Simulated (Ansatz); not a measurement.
**Mg under a change: uniaxial strain ε_zz = −3.00 %**

The reference is Mg in the hcp (Mg type) structure (space group P6_3/mmc, No. 194; a = 3.175 Å, c = 5.163 Å; relaxed with 0.1 eV smearing). Axes: x lies along a and z along c of the hexagonal cell.

Modification: the cell is compressed by 3.00 % along z with no lateral relaxation, atoms relaxed at fixed cell.

All numbers come from PBEsol, PAW, 420 eV (Ansatz, a first-principles code; spin-orbit coupling left out). Γ-centred 21×21×11 mesh, Fermi–Dirac width 0.1 eV.

```tsv
quantity	base	changed	shift
volume per atom	22.54 Å³	21.86 Å³	-0.68 Å³
space group	P6_3/mmc (No. 194)	P6_3/mmc (No. 194)	–
energy relative to the base (free energy F)	0 meV/atom	+4.7 meV/atom	+4.7 meV/atom
pressure (mean of the normal stresses, compression positive)	0.0 GPa	1.2 GPa	+1.2 GPa
band gap	zero	zero	–
stress (xx, yy, zz, yz, xz, xy; compression positive)	–	(0.7, 0.7, 2.3, 0.0, 0.0, 0.0) GPa	–
```

Cost of the whole job for the changed cell (relaxation, final SCF and bands): around 8 core-seconds (rough).

Whether these cells are dynamically stable was not tested.
